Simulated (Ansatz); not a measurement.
Base system: GaAs in the zinc blende structure (space group F-43m, No. 216).

```
CELL_PARAMETERS angstrom
      0.00000     2.82948     2.82948
      2.82948     0.00000     2.82948
      2.82948     2.82948     0.00000
ATOMIC_POSITIONS crystal
  Ga 0.00000 0.00000 0.00000
  As 0.25000 0.25000 0.25000
```

The values are results of DFT with PBEsol, PAW potentials and a 420 eV plane-wave cutoff in Ansatz (an electronic-structure program), spin-orbit coupling left out, not measurements.

Base values:

```
Property                             Value
-----------------------------  -----------
Width of the top valence band      3.36 eV
Band gap                           0.42 eV
Pressure                          0.00 GPa
Gap character                  direct at Γ
```

Modification: the cell is scaled by 0.9750 in all directions, atoms relaxed at fixed cell.

Problem. How does this affect the width of the top valence band, band gap, pressure and gap character?

Solution. The width of the top valence band goes up by 0.374 eV (3.36 eV → 3.74 eV); the band gap rises by 0.58 eV, from 0.42 eV to 1.00 eV; the pressure goes from zero to 6.28 GPa; the gap character stays direct at Γ.

The cells carry an imposed strain or load. No phonon test of stability was made.
